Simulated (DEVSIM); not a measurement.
System: Schottky contact on n-type Ge, at 300 K.

Layer 1 from the left is Ge, thickness (μm) 9.20, Nd (cm⁻³) 6.2e16, τn (s) 0.00017, τp (s) 0.00017. Layer 2 from the left is Ge, thickness (μm) 27.0, Nd (cm⁻³) 1.3e18, τn (s) 0.00017, τp (s) 0.00017.

Left contact: Schottky, work function 4.26 eV, emission velocity 6.9e6 cm/s. Right contact: ohmic. Voltage is applied to the left contact. Recombination: SRH at mid-gap, Auger. Mobility is constant in doping.

Constants are typed, rounded textbook-type inputs, not results; the design itself was drawn at random and stands for no fabricated device. Values at 300 K.

Ge: gap (eV) 0.664, affinity (eV) 4, permittivity 16, Nc (cm⁻³) 1.04e19, Nv (cm⁻³) 6e18, μn (cm²/Vs) 3900, μp (cm²/Vs) 1900, Cn (cm⁶/s) 1e-31, Cp (cm⁶/s) 1e-31.

Model (solved in DEVSIM): 1D drift-diffusion, Boltzmann statistics, complete ionisation; no tunnelling, impact ionisation, image-force lowering or self-heating. Metal contacts follow the ideal Schottky-Mott rule: no Fermi-level pinning, no interface dipoles.

**Question.** What does the simulation give for the potential step across the device at zero bias?

**Answer.** potential step across the device at zero bias 0.206 V.
